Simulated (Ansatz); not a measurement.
Ansatz (a first-principles code) run on La₄Sb₃ (I-43d, 14 atoms in the cell): self-consistent single point.

Method of the run: LDA (PW92), default PAW files made with PBE (plane waves; Ansatz).

```xyz
14
Lattice="-4.8245 4.8245 4.8245 4.8245 -4.8245 4.8245 4.8245 4.8245 -4.8245" Properties=species:S:1:pos:R:3 pbc="T T T"
La     0.6815     0.6815     0.6815
La    -1.7307     1.7307     6.5552
La    -0.6815     4.1430     0.6815
La     6.5552    -1.7307     1.7307
La     0.6815    -0.6815     4.1430
La     3.0938     3.0938     3.0938
La     4.1430     0.6815    -0.6815
La     1.7307     6.5552    -1.7307
Sb     3.6184     0.0000     2.4122
Sb     2.4122     3.6184     0.0000
Sb     1.2061     0.0000     7.2367
Sb     7.2367     1.2061     0.0000
Sb     0.0000     2.4123     3.6184
Sb     0.0000     7.2367     1.2061
```

Reference input (self-consistent single point, DFT, LDA (PW92), plane waves, default PAW files made with PBE): basis.ecutwfc = 420 eV; kpoints.mp_grid.grid = 4 4 4; hamiltonian.xc = lda; hamiltonian.pseudopotentials = {kind: paw} (the program's default PAW files); scf.occupations.method = gaussian; scf.occupations.width = 0.1 eV. This run's input differs from it in these lines:

Ansatz 0.2 input:
```diff
@@ -29,3 +29,3 @@
 scf:
-  occupations: { method: gaussian, width: 0.1 eV }
+  occupations: { method: gaussian, width: 0.025 eV }
 output:
```

The program printed (abridged):

```
SCF iter   1: F=—  HF=-86640.081946 eV  |F-HF|=—  |Δ(HF+E_count)|=         —  Δρ=5.36e-3  dr2=5.72e-2  ethr=1.77e-3  ⟨swp⟩=7.8  Hψ=3942  notcnv=0  defer=3
all-band conjugate gradients solve this SCF's bands
preconditioner: auto → Kerker (q_TF=auto, 2.338 Å⁻¹)
SCF iter   2: F=—  HF=-86640.059873 eV  |F-HF|=—  |Δ(HF+E_count)|=   2.21e-2  Δρ=2.79e-3  dr2=1.53e-2  ethr=3.22e-5  ⟨swp⟩=3.4  Hψ=1850  notcnv=0  defer=77
   [... lines left out ...]
SCF iter   5: F=—  HF=-86640.057267 eV  |F-HF|=—  |Δ(HF+E_count)|=   2.75e-4  Δρ=4.90e-5  dr2=1.90e-5  ethr=4.73e-8  ⟨swp⟩=2.0  Hψ=1528  notcnv=0  defer=77
SCF iter   6: F=—  HF=-86640.057264 eV  |F-HF|=—  |Δ(HF+E_count)|=   3.49e-6  Δρ=1.23e-5  dr2=1.01e-6  ethr=1.07e-8  ⟨swp⟩=2.1  Hψ=1384  notcnv=0  defer=77
SCF iter   7: F=—  HF=-86640.057263 eV  |F-HF|=—  |Δ(HF+E_count)|=   2.68e-7  Δρ=4.22e-6  dr2=1.04e-7  ethr=5.70e-10  ⟨swp⟩=2.0  Hψ=1433  notcnv=0  defer=77
SCF iter   8: F=-86640.057263 eV  HF=-86640.057263 eV  |F-HF|=2.42e-9  |Δ(HF+E_count)|=   2.70e-8  Δρ=6.85e-7  dr2=4.47e-9  ethr=5.62e-11  ⟨swp⟩=16.9  Hψ=4491  notcnv=0
SCF 1 converged in 8 iterations: F = -86640.057263 eV  dr2 = 4.47e-9
Free energy (F): -86640.057263 eV
Internal energy: -86640.048386 eV  (E = F + TS)
E sigma→0 (E₀):  -86640.052825 eV
Entropy (-TS):   -0.008877 eV (-0.634 meV/atom)
Fermi energy:    11.188995 eV
--- Forces (eV/Å), atoms counted from 1 ---
  atom   1  La     0.00916154     0.00916154     0.00916154
  atom   2  La     0.00916154    -0.00916154    -0.00916154
  atom   3  La    -0.00916154    -0.00916154     0.00916154
  atom   4  La    -0.00916154     0.00916154    -0.00916154
  atom   5  La     0.00916154    -0.00916154    -0.00916154
  atom   6  La     0.00916154     0.00916154     0.00916154
  atom   7  La    -0.00916154     0.00916154    -0.00916154
  atom   8  La    -0.00916154    -0.00916154     0.00916154
   [... lines left out ...]
  atom  14  Sb    -0.00000000     0.00000000     0.00000000
--- Stress (GPa, compression-positive) ---
       -2.950542       0.000000      -0.000000
        0.000000      -2.950542       0.000000
        0.000000       0.000000      -2.950542
  P = ⅓ Tr σ = -2.9505 GPa (-29.505 kbar)
  The stress holds the Pulay correction. Without it, at fixed plane waves, as pw.x and ABINIT print it: P = -2.9675 GPa
```

The run converged in 8 iterations. Against the reference run the free energy goes up by 3.0 meV/atom, the pressure hardly changes (-2.92 to -2.95 GPa) and the largest force hardly changes (0.014 to 0.016 eV/Å).

The starting cell comes from a database of published, mostly measured structures (it also holds non-ambient and calculated ones), without a prior relaxation at this level. Ansatz's pressure includes its estimate of the finite-basis (Pulay) stress.

Cost on one core of a shared machine: roughly 50 s.
